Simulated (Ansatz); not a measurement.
System: Al₂SiO₅ (Pnnm, No. 58). Method: r²SCAN+rVV10 (Ansatz, an electronic-structure program, plane waves, PAW).

Numerical settings: plane-wave cutoff 560 eV, 6×4×6 k mesh (along the axes of the cell as run), Fermi–Dirac smearing 0.01 eV, scalar-relativistic PAW data made under PBE.

Cell (relaxed at this level):

```
Al2O5Si
1.0
    7.76601     0.00000     0.00000
    0.00000     7.88048     0.00000
    0.00000     0.00000     5.55137
Si Al O
4 8 20
Direct
  0.24640   0.25092   0.00000
  0.75360   0.74908   0.00000
  0.74640   0.24908   0.50000
  0.25360   0.75092   0.50000
  0.00000   0.00000   0.24188
  0.50000   0.50000   0.25812
  0.00000   0.00000   0.75812
  0.50000   0.50000   0.74188
  0.37015   0.13863   0.50000
  0.62985   0.86137   0.50000
  0.87015   0.36137   0.00000
  0.12985   0.63863   0.00000
  0.42186   0.36287   0.50000
  0.57814   0.63713   0.50000
  0.92186   0.13713   0.00000
  0.07814   0.86287   0.00000
  0.42564   0.36139   0.00000
  0.57436   0.63861   0.00000
  0.92564   0.13861   0.50000
  0.07436   0.86139   0.50000
  0.10306   0.39990   0.00000
  0.89694   0.60010   0.00000
  0.60306   0.10010   0.50000
  0.39694   0.89990   0.50000
  0.22941   0.13245   0.23967
  0.77059   0.86755   0.23967
  0.72941   0.36755   0.26033
  0.27059   0.63245   0.26033
  0.77059   0.86755   0.76033
  0.22941   0.13245   0.76033
  0.27059   0.63245   0.73967
  0.72941   0.36755   0.73967
```

**Question.** What does this level give for the band gap?

**Answer.** 
* **band gap**: 5.55 eV (on the SCF k mesh)

Note: the relaxation could not lower the start's symmetry, so the cell can be a saddle point above a distorted one.

Computed values are for the static lattice.

Cost on a shared machine: about 25 core-minutes (a rough figure).
